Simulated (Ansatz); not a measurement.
Given:

```
ZnSnP2
1.0
    5.93339     0.00000     0.00000
    0.00000     5.93339     0.00000
    2.96669    -2.96669     5.49718
Zn Sn P
2 2 4
Direct
  0.25000   0.25000   0.50000
  0.00000   0.00000   0.00000
  0.75000   0.75000   0.50000
  0.50000   0.50000   0.00000
  0.35649   0.62500   0.75000
  0.89351   0.12500   0.75000
  0.12500   0.35649   0.25000
  0.62500   0.89351   0.25000
```

No spin polarisation.

Computed with PBE (Ansatz, a quantum-chemistry and plane-wave program; PAW; 420 eV plane waves; no spin-orbit coupling), earlier PAW set. Γ-centred 8×8×8 mesh, Fermi–Dirac width 0.05 eV.

### Question
What is the computed band gap?

### Answer
0.27 eV.

### Question
What is the computed hole mass?

### Answer
0.028 mₑ out of plane, 0.40 mₑ in plane (at Γ).

The cells carry an imposed strain or load. Masses are band curvatures over ±0.01 Å⁻¹ around the edge. No phonon test of stability was made. The cell was made from ZnSnP₂ in the chalcopyrite structure (space group I-42d, No. 122) by this change: biaxial strain +4.05 %, plane normal [001], relaxed out of plane. The zero or small gap of ZnSnP2 under biaxial strain +4.05 %, plane normal [001], relaxed out of plane can change with the level of theory.
